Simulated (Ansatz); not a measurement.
## Convergence test for Si3N4 (P6_3/m, 14 atoms in the cell)

```
Si3N4
1.0
    7.78629     0.00000     0.00000
   -3.89314     6.74312     0.00000
    0.00000     0.00000     2.97463
Si N
6 8
Cartesian
 -1.41239   5.56274   2.23098
  5.30554   1.18038   0.74366
  2.26262   1.55820   0.74366
  1.63053   5.18492   2.23098
 -0.21813   2.73858   2.23098
  4.11128   4.00454   0.74366
  0.00000   4.49542   2.23098
  3.89315   2.24771   0.74366
  4.93857   4.51688   2.23098
 -1.04543   2.22624   0.74366
 -1.44245   6.53537   0.74366
  5.33559   0.20776   2.23098
  1.40527   2.01849   2.23098
  2.48788   4.72464   0.74366
```

Method: HSE06, PAW files made with PBE (plane waves; Ansatz, an electronic-structure program).

The starting cell comes from a database of computed structures (which also holds hypothetical and non-ambient phases and stackings), without a prior relaxation at this level. Its lattice was rescaled by a random factor within 2.5 % of one. In the base run, with a pressure of about -17 GPa the cell is away from its equilibrium volume at this level. Ansatz's pressure includes its estimate of the finite-basis (Pulay) stress.

Held fixed: basis.ecutwfc = 420 eV; hamiltonian.xc = hse06; hamiltonian.pseudopotentials = {kind: paw} (the program's default PAW files); scf.occupations.method = fixed.

ΔF is the free energy per atom less that of the last row (4 4 8).

```json
[
 {"kpoints.mp_grid.grid": "2 2 3", "ΔF (meV/atom)": "20.9", "pressure (GPa)": "-16.79", "largest force (eV/Å)": "0.201", "gap on the mesh (eV)": "5.713", "k-points": "4"},
 {"kpoints.mp_grid.grid": "2 2 4", "ΔF (meV/atom)": "4.2", "pressure (GPa)": "-16.86", "largest force (eV/Å)": "0.147", "gap on the mesh (eV)": "5.545", "k-points": "6"},
 {"kpoints.mp_grid.grid": "2 2 5", "ΔF (meV/atom)": "1.50", "pressure (GPa)": "-16.86", "largest force (eV/Å)": "0.134", "gap on the mesh (eV)": "5.483", "k-points": "6"},
 {"kpoints.mp_grid.grid": "3 3 5", "ΔF (meV/atom)": "0.70", "pressure (GPa)": "-16.85", "largest force (eV/Å)": "0.130", "gap on the mesh (eV)": "5.484", "k-points": "9"},
 {"kpoints.mp_grid.grid": "4 4 8", "ΔF (meV/atom)": "0.00", "pressure (GPa)": "-16.84", "largest force (eV/Å)": "0.126", "gap on the mesh (eV)": "5.495", "k-points": "20"}
]
```

Energy within 2 meV/atom of the last row: from kpoints.mp_grid.grid = 2 2 5 on; the one before it is off by 4.2 meV/atom.

Largest force within 0.01 eV/Å of the last row: from kpoints.mp_grid.grid = 2 2 5 on; the one before it is off by 0.021 eV/Å. The value it settles on is 0.126 eV/Å at this level of theory and with the other settings as held.

The gap is read on the k-point mesh of the run and can differ from the gap over the whole zone at this level.

Keys are those of Ansatz 0.2.
